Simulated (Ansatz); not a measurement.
Start from Sn in the diamond structure (space group Fd-3m, No. 227; a = 6.567 Å). Axes: x, y, z lie along the cube axes.

Method: Kohn–Sham DFT with the r2SCAN functional, run in Ansatz (an electronic-structure program) with PAW and 500 eV plane waves, scalar-relativistic without spin-orbit coupling.

Base values:

The volume per atom comes out as 35.40 Å³ and the pressure is 0.0 GPa.

One thing is altered: biaxial strain −2.10 %, plane normal [001], relaxed out of plane (Cartesian); in-plane vectors clamped, the third vector and the atoms free.

Question: What happens to the volume per atom?

Answer: The volume per atom shrinks by 0.81 Å³, from 35.40 Å³ to 34.59 Å³.

Question: What happens to the pressure?

Answer: The pressure (mean of the normal stresses, compression positive) goes from zero to 1.0 GPa.

Question: How does this affect the energy relative to the base?

Answer: The energy goes up by 7.0 meV/atom.

No phonon test of stability was made.
